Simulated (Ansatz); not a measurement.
## Response to strain in MgO

The reference is MgO in the rock salt structure (space group Fm-3m, No. 225).

```
CELL_PARAMETERS angstrom
      0.00000     2.10221     2.10221
      2.10221     0.00000     2.10221
      2.10221     2.10221     0.00000
ATOMIC_POSITIONS crystal
  Mg 0.00000 0.00000 0.00000
  O  0.50000 0.50000 0.50000
```

Cartesian axes are those of the cell as printed.

Strains are applied to the cell and any free atomic positions relax.

Calculations: DFT with r2SCAN, PAW potentials and a 500 eV plane-wave cutoff in Ansatz (an electronic-structure program), scalar-relativistic without spin-orbit coupling.

Notes on the quantities. energy relative to the base: free energy F; pressure: mean of the normal stresses, compression positive.

```
change                       energy relative to the base  band gap  pressure
---------------------------  ---------------------------  --------  --------
base                                          0 meV/atom   5.68 eV  0.00 GPa
tensor shear ε_xy = +0.86 %                          ___       ___  0.02 GPa
tensor shear ε_xy = +1.14 %                +2.4 meV/atom   5.59 eV  0.03 GPa
tensor shear ε_xy = +1.43 %                +3.7 meV/atom   5.56 eV  0.04 GPa
tensor shear ε_xy = +0.57 %                +0.6 meV/atom   5.64 eV  0.01 GPa
tensor shear ε_xy = +2.00 %                +7.3 meV/atom   5.51 eV  0.08 GPa
tensor shear ε_xy = +1.71 %                +5.3 meV/atom   5.54 eV  0.06 GPa
tensor shear ε_xy = +0.29 %                +0.2 meV/atom   5.66 eV  0.00 GPa
```

Problem. Complete the table.

Solution. 
- tensor shear ε_xy = +0.86 %, energy relative to the base: +1.3 meV/atom
- tensor shear ε_xy = +0.86 %, band gap: 5.61 eV

Whether these cells are dynamically stable was not tested.
